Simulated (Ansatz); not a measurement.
Consider the following.

```yaml
crystal:
  lattice:
    - [-1.56603, 1.56603, 1.55797]
    - [1.56603, -1.56603, 1.55797]
    - [1.56603, 1.56603, -1.55797]
  atoms:
    - { symbol: Mo, position: [0.00000, 0.00000, 0.00000] }
```

Level of theory: PBEsol, rigid bands (plane waves, PAW, scalar-relativistic; Ansatz, a quantum-chemistry and plane-wave program). Condition of this run: uniaxial stress zz = 2 GPa (compression positive) (the target of the relaxation). How the cell was made: cell and atoms relaxed with PBEsol, then loaded as said.

Task: For narrow interconnects the product ρ₀λ of bulk resistivity and mean free path ranks metals, the lower the better. What is it here?

Result: 5.9 ×10⁻¹⁶ Ω·m².

Task: And the Drude plasma energy and the root-mean-square Fermi velocity at 300 K?

Result: 8.9 eV; 8.9e5 m/s.

A metal at this level (no band gap); rigid bands, thermally averaged at 300 K, both spins. Spin-orbit coupling is left out. τ is one relaxation time for all states; the product of resistivity and mean free path takes one path for all states instead.
